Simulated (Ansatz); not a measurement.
Base system: Pt in the fcc (Cu type) structure (space group Fm-3m, No. 225; relaxed with 0.1 eV smearing).

```xyz
1
Lattice="0.0000 1.9708 1.9708 1.9708 0.0000 1.9708 1.9708 1.9708 0.0000" Properties=species:S:1:pos:R:3 pbc="T T T"
Pt     0.0000     0.0000     0.0000
```

Cartesian axes are those of the cell as printed.

Level of theory: r2SCAN (Ansatz, a quantum-chemistry and plane-wave program; PAW; 500 eV plane waves; no SOC), earlier PAW set.

Strains are applied to the cell and any free atomic positions relax.

One change was made to it. Results:

```json
[
 {"quantity": "shortest interatomic distance", "base": "2.787 Å", "after": "2.772 Å"},
 {"quantity": "pressure (mean of the normal stresses, compression positive)", "base": "0.0 GPa", "after": "-7.8 GPa"}
]
```

What was done to the base?
A) isotropic strain −5.98 %
B) isotropic strain +1.23 %
C) strain tensor (xx, yy, zz, yz, xz, xy) = (+2.25, −0.84, +1.92, +1.08, +0.16, +0.94) %

C, strain tensor (xx, yy, zz, yz, xz, xy) = (+2.25, −0.84, +1.92, +1.08, +0.16, +0.94) %. For comparison, the pressure in the other runs: isotropic strain −5.98 % gives 81.9 GPa; isotropic strain +1.23 % gives -8.9 GPa.

No phonon test of stability was made. The final runs are not spin-polarised. Pt lies near a magnetic instability that expansion can trigger; it was not tested.
